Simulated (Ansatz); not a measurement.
Consider HgTe in the zinc blende structure (space group F-43m, No. 216; a = 6.5098 Å). Axes: x, y, z lie along the cube axes.

The values are results of plane-wave PAW DFT at the PBEsol level (Ansatz, an electronic-structure program, 420 eV), scalar-relativistic without spin-orbit coupling, not measurements.

Base values:

| Property | Result |
|---|---|
| Pressure | 0.0 GPa |

Modification: the cell is compressed by 0.97 % along x with no lateral relaxation, atoms relaxed at fixed cell.

Problem. Predict the new energy relative to the base and pressure.

Solution. The energy grows by 0.5 meV/atom; the pressure (mean of the normal stresses, compression positive) goes from zero to 0.4 GPa.

The cells carry an imposed strain or load. Whether these cells are dynamically stable was not tested. The final runs are not spin-polarised. Gaps under 0.05 eV, about the width of the smearing, are given as zero.
